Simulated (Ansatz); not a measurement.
# Effect of pressure 10 GPa on W2C

Consider W$_{2}$C (space group Pbcn, No. 60; a = 4.710 Å, b = 6.045 Å, c = 5.184 Å; a cell from a computed database, its experimental status unchecked).

Now apply this change: a hydrostatic pressure of 10 GPa.

Level of theory: plane-wave PAW DFT at the PBEsol level (Ansatz, a quantum-chemistry and plane-wave program, 420 eV), no spin-orbit coupling. k-mesh 8×6×7 (Γ-centred); smearing 0.05 eV (Fermi–Dirac).

* **Density**: 17.55 g/cm³ (base 17.09 g/cm³)
* **Shortest interatomic distance**: 2.080 Å (base 2.096 Å)
* **Enthalpy H = E + PV relative to the base's energy**: +0.76 eV/atom
* **Band gap**: zero (base zero)

Cost of the whole job for the changed cell (relaxation, final SCF and bands): very roughly 6 core-minutes.

Load acts through the strain it causes; cell and atoms are relaxed under it. Stability against distortions was not tested. Competing high-pressure phases were not computed. The final runs are not spin-polarised.
